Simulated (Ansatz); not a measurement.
# SiC with two functionals

Start from SiC (space group P6_3mc, No. 186; a = 3.094 Å, c = 10.129 Å).

(Cell as relaxed with PBE.)

Levels (all Ansatz, an electronic-structure program, PAW, earlier PAW set): PBE (420 eV, without spin-orbit coupling); r2SCAN (500 eV, no spin-orbit coupling).

Each level relaxes its own structure.

```json
[
 {"quantity": "volume per atom", "PBE": "10.50 Å³", "r2SCAN": "…"},
 {"quantity": "lattice parameter a", "PBE": "3.094 Å", "r2SCAN": "…"},
 {"quantity": "lattice parameter c", "PBE": "10.129 Å", "r2SCAN": "…"},
 {"quantity": "band gap", "PBE": "2.22 eV", "r2SCAN": "…"},
 {"quantity": "gap character", "PBE": "indirect, Γ → M", "r2SCAN": "…"}
]
```

Predict the r2SCAN column.


- volume per atom, r2SCAN: 10.33 Å³
- lattice parameter a, r2SCAN: 3.078 Å
- lattice parameter c, r2SCAN: 10.077 Å
- band gap, r2SCAN: 2.60 eV
- gap character, r2SCAN: indirect, Γ → M

PBE's volume per atom lies 0.164 Å³ above r2SCAN's (1.6 %); PBE's lattice parameter a lies 0.016 Å above r2SCAN's (0.5 %); PBE's lattice parameter c lies 0.052 Å above r2SCAN's (0.5 %); PBE's band gap lies 0.371 eV below r2SCAN's; the two agree on the gap character. Neither level is exact; r2SCAN is the comparison here, not a measurement.

Whether these cells are dynamically stable was not tested.
